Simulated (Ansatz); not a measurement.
Take CsPbBr3 in the cubic perovskite structure (space group Pm-3m, No. 221; a = 5.872 Å) as the base. Axes: x, y, z lie along the cube axes.

Calculations: PBEsol, PAW, 420 eV (Ansatz, an electronic-structure program; no spin-orbit coupling).

Strains are applied to the cell and any free atomic positions relax; under biaxial strain the out-of-plane vector relaxes too.

One change was made to it. Results:

```tsv
quantity	base	after
energy relative to the base (free energy F)	0 meV/atom	+1.1 meV/atom
band gap	1.43 eV	1.36 eV
```

**Question.** Name the change that was made.
A) biaxial strain −1.50 %, plane normal [111], relaxed out of plane
B) biaxial strain −0.50 %, plane normal [111], relaxed out of plane
C) biaxial strain −2.50 %, plane normal [111], relaxed out of plane

**Answer.** A, biaxial strain −1.50 %, plane normal [111], relaxed out of plane. For comparison, the band gap in the other runs: biaxial strain −0.50 %, plane normal [111], relaxed out of plane gives 1.41 eV; biaxial strain −2.50 %, plane normal [111], relaxed out of plane gives 1.31 eV.

With Pb present, leaving out spin-orbit coupling can change the band edges. Stability against distortions was not tested. Many cubic perovskites are stable only at high temperature; tilts and polar distortions were not tested. This is not the structure that CsPbBr3 has at room temperature and ambient pressure.
